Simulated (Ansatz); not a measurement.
## Hypothetical Fm-3m CrSe2: response to strain

Consider CrSe2 (space group Fm-3m, No. 225; a = 6.0830 Å; ferromagnetic; a hypothetical phase, not in the database extracts checked; relaxed with 0.1 eV smearing). Axes: x, y, z lie along the cube axes.

Strains are applied to the cell and any free atomic positions relax; under biaxial strain the out-of-plane vector relaxes too; under stress the whole cell relaxes.

Calculations: PBEsol, PAW, 420 eV (Ansatz, a first-principles code; no SOC).

Notes on the quantities. energy relative to the base: free energy F.

| case | energy relative to the base | largest site moment | space group | shortest interatomic distance |
|---|---|---|---|---|
| base | 0 meV/atom | 2.62 μB | Fm-3m (No. 225) | 2.634 Å |
| biaxial strain −1.86 %, plane normal [110], relaxed out of plane | +4.5 meV/atom | 2.57 μB | Immm (No. 71) | 2.596 Å |
| isotropic strain +0.30 % | +0.4 meV/atom | 2.64 μB | Fm-3m (No. 225) | 2.642 Å |
| isotropic strain +0.51 % | +1.3 meV/atom | 2.65 μB | Fm-3m (No. 225) | 2.647 Å |
| uniaxial strain ε_yy = +1.57 % | +2.4 meV/atom | 2.66 μB | I4/mmm (No. 139) | 2.648 Å |
| uniaxial stress, 5 GPa compression along x | +15 meV/atom | 2.63 μB | I4/mmm (No. 139) | 2.624 Å |
| uniaxial stress, 3 GPa compression along x | +4.1 meV/atom | 2.60 μB | I4/mmm (No. 139) | 2.626 Å |
| uniaxial stress, 3 GPa tension along x | +3.8 meV/atom | 2.65 μB | I4/mmm (No. 139) | 2.645 Å |
| tensor shear ε_xy = −2.64 % | +1.8 meV/atom | 2.60 μB | Immm (No. 71) | 2.603 Å |
| uniaxial stress, 1 GPa tension along x | +0.4 meV/atom | 2.63 μB | I4/mmm (No. 139) | 2.637 Å |

Other magnetic orders, which the real material may have, were not ruled out. Stability under load was not tested beyond the relaxation.
